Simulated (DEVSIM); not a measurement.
System: illuminated Si n-on-p cell, one wavelength, at 400 K.

Layer 1 from the left is Si, thickness (μm) 0.590, Nd (cm⁻³) 2.2e18, τn (s) 1.3e-8, τp (s) 3.1e-8, absorption coefficient (cm⁻¹) 5500. Layer 2 from the left is Si, thickness (μm) 280, Na (cm⁻³) 1.8e16, τn (s) 4.5e-7, τp (s) 4.5e-7, absorption coefficient (cm⁻¹) 5500.

Left contact: ohmic, minority hole recombination velocity 20000 cm/s. Right contact: ohmic, minority electron recombination velocity 9e5 cm/s. Voltage is applied to the left contact. Recombination: SRH at mid-gap, radiative, Auger. Light enters at the left, 6e16 photons cm⁻² s⁻¹, one pass, no reflection. Mobility is μmin + (μ − μmin)/(1 + (N/Nref)^α).

Constants are typed, rounded textbook-type inputs, not results; the design itself was drawn at random and stands for no fabricated device. Values at 300 K; Nc and Nv go as T^1.5, mobilities as T to minus their exponent, the gap by Varshni's rule with the affinity fixed.

Si: gap (eV) 1.124, affinity (eV) 4.05, permittivity 11.7, Nc (cm⁻³) 2.86e19, Nv (cm⁻³) 3.1e19, μn (cm²/Vs) 1417, μp (cm²/Vs) 470, μn,min 52, μp,min 45, Nref,n 9.7e16, Nref,p 2.2e17, αn 0.68, αp 0.72, T exponent of μn 2.3, T exponent of μp 2.2, B (cm³/s) 4.7e-15, Cn (cm⁶/s) 2.8e-31, Cp (cm⁶/s) 9.9e-32, Varshni α (eV/K) 0.000473, Varshni β (K) 636.

DEVSIM, 1D drift-diffusion, Boltzmann statistics, complete ionisation; no tunnelling, impact ionisation, image-force lowering or self-heating.

Dark forward current:

| |V| (V) | |J| (A/cm²) |
|---|---|
| 0.05 | 1.027e-5 |
| 0.10 | 4.535e-5 |
| 0.15 | 0.0001780 |
| 0.20 | 0.0007073 |
| 0.25 | 0.002878 |
| 0.30 | 0.01184 |
| 0.35 | 0.04771 |
| 0.40 | 0.1742 |
| 0.45 | 0.5041 |
| 0.50 | 1.092 |
| 0.55 | 1.889 |
| 0.60 | 2.833 |
| 0.65 | 3.884 |
| 0.70 | 5.018 |
| 0.75 | 6.224 |
| 0.80 | 7.497 |
| 0.85 | 8.833 |
| 0.90 | 10.23 |
| 0.95 | 11.69 |
| 1.00 | 13.22 |
| 1.05 | 14.81 |
| 1.10 | 16.47 |
| 1.15 | 18.21 |
| 1.20 | 20.01 |
| 1.25 | 21.90 |
| 1.30 | 23.86 |

Q: Work out the local ideality factor n = ΔV / (kT/q · ln(J2/J1)) between the rows 0.15 and 0.20 V, 0.25 and 0.30 V, 1.25 and 1.30 V.

A: kT/q = 34.47 mV. From 0.15 to 0.20 V: ln(0.0007073/0.0001780) = 1.380, n = 1.05, near the 1 of diffusion or emission over a barrier. From 0.25 to 0.30 V: ln(0.01184/0.002878) = 1.414, n = 1.03, near the 1 of diffusion or emission over a barrier. From 1.25 to 1.30 V: ln(23.86/21.90) = 0.086, n = 16.92.

Q: What current could the absorbed light give at most, and what share is collected?

A: Σ αd = 154, so qΦ(1 − exp(−Σ αd)) = 9.61 mA/cm². The simulated short-circuit current is 8.806 mA/cm², a share of 0.92.

Q: Estimate the open-circuit voltage by superposition: the voltage at which the dark current equals that short-circuit current.

A: Interpolating ln J in the table gives 0.290 V. The simulation gives 0.289 V, the same within the digits that matter. Superposition holds where collection doesn't change with voltage.

Q: Estimate the fill factor from FF0 = (v − ln(v + 0.72))/(v + 1), v = qVoc/(nkT), with n from the dark curve.

A: The rows about Voc, 0.25 and 0.30 V, give n = 1.03, so v = 8.18 and FF0 = 0.653. The simulation gives 0.653, the same within the digits that matter.
